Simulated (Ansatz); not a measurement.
This concerns the energy of the reaction as written. Reaction: 1/2 cell B + 1/4 N2 (gas) → cell A. Negative: the products are lower in energy.

Cell A: a slab of TiAl (P4/mmm) cut along (101), 9 atoms, rectangular cell of 2.82 × 4.96 Å (14.0 Å²), symmetry Pm, 8.1 Å thick under 16 Å of vacuum, in-plane vectors held at the crystal's; planes from bottom to top: TiAl × 4 | N, its two faces unlike (dipole correction applied); added, foreign or displaced atoms, above the top plane: N bound to 2 Ti at 1.85 Å and 1 Al at 1.89 Å; spin state with PBE: run without spin, k-point mesh 16×9×1.
```xyz
9
Lattice="2.8237 0.0000 0.0000 0.0000 4.9581 0.0000 0.0000 0.0000 24.0837" Properties=species:S:1:pos:R:3 pbc="T T T"
Ti     1.4119     1.0236     8.0520
Al     0.0000     3.4882     7.9056
Ti     1.4119     4.3944    10.2981
Al     0.0000     1.9085    10.2881
Ti     1.4119     2.7713    12.5798
Al     0.0000     0.2806    12.6358
Ti     1.4119     1.1164    15.1363
Al     0.0000     3.5621    15.0393
N      0.0000     1.9312    16.0012
```

Cell B: a slab of TiAl (P4/mmm) cut along (101), 17 atoms, rectangular cell of 2.82 × 9.92 Å (28.0 Å²), symmetry Pm, 8.2 Å thick under 16 Å of vacuum, in-plane vectors held at the crystal's; planes from bottom to top: Ti2Al2 × 4 | N, its two faces unlike (dipole correction applied); added, foreign or displaced atoms, above the top plane: N bound to 2 Ti at 1.85 Å and 1 Al at 1.90 Å; spin state with PBE: run without spin, k-point mesh 16×5×1.
```xyz
17
Lattice="2.8237 0.0000 0.0000 0.0000 9.9163 0.0000 0.0000 0.0000 24.0837" Properties=species:S:1:pos:R:3 pbc="T T T"
Ti     1.4119     5.9548     8.0051
Al     0.0000     3.4604     7.8931
Ti     1.4119     4.3772    10.2588
Al     0.0000     1.9039    10.3384
Ti     1.4119     2.7818    12.6360
Al     0.0000     0.2690    12.7222
Ti     1.4119     1.1770    15.1962
Al     0.0000     8.4777    14.9793
Ti     1.4119     1.0157     8.1020
Al     0.0000     8.4432     7.9228
Ti     1.4119     9.3543    10.3561
Al     0.0000     6.8600    10.2456
Ti     1.4119     7.6905    12.5550
Al     0.0000     5.2263    12.5444
Ti     1.4119     6.0050    14.7798
Al     0.0000     3.6689    15.1881
N      0.0000     1.9869    16.0658
```

Reference: an isolated N2 molecule (singlet) in a box of 11 × 11 × 13 Å.

Computed with Ansatz (plane waves, PAW), its default PAW set, cutoff 420 eV, 500 eV for r2SCAN. The structures are at rest with PBE, within the held lattices; other levels are single points on them. Neutral cells; Fermi-Dirac smearing of at most 0.10 eV in the solids, energies taken to zero width. The lattices are those relaxed with PBE, so at other levels the solids can be strained, which adds to the spread. A dispersion term (D3(BJ), or D4 for r2SCAN) was computed beside these levels and is taken off wherever the name lacks it. Nuclei at rest; no vibrational terms. The structures are the rest points that the relaxations reached, not proven lowest. Values are for these cell sizes. The cells' k-point meshes differ in density, so the last digit is unsettled. Cell A has symmetry Pm and got no random move, so less symmetric positions, which may lie lower, weren't tried. Cell B has symmetry Pm and got no random move, so less symmetric positions, which may lie lower, weren't tried.

Levels: PBE, LDA, PBEsol, RPBE, r2SCAN, r2SCAN+D4.

Q: Is the change downhill or uphill at each level?

A: downhill: PBE (-0.81), LDA (-1.10), PBEsol (-0.94), RPBE (-0.67), r2SCAN (-0.95), r2SCAN+D4 (-0.99) (values in eV; within 0.10 eV of zero counts as too close to call). The levels span 0.43 eV, from LDA (-1.10) to RPBE (-0.67).

Ansatz is an electronic-structure program.
